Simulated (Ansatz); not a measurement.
Take TiSi₂ (space group Fddd, No. 70) as the base.

```
CELL_PARAMETERS angstrom
      0.00000     4.09011     4.24993
      2.38008     0.00000     4.24993
      2.38008     4.09011     0.00000
ATOMIC_POSITIONS crystal
  Si 0.66372 0.33628 0.66372
  Si 0.33628 0.66372 0.33628
  Si 0.58628 0.91372 0.58628
  Si 0.91372 0.58628 0.91372
  Ti 0.00000 0.00000 0.00000
  Ti 0.25000 0.25000 0.25000
```

Calculations: Ansatz (an electronic-structure program) PBEsol, no spin-orbit coupling.

Before the change:

The volume per atom is 13.79 Å³.

Now apply this change: Mn takes the place of Si on all its sites; the structure is relaxed again.

Q: Predict the new volume per atom.

A: The volume per atom shrinks by 1.70 Å³ to 12.09 Å³.

No phonon test of stability was made. As relaxed here, TiMn2 is a hypothetical phase, not in the database extracts checked. Seeded moments were not kept for Si → Mn. All final runs are without spin polarisation.
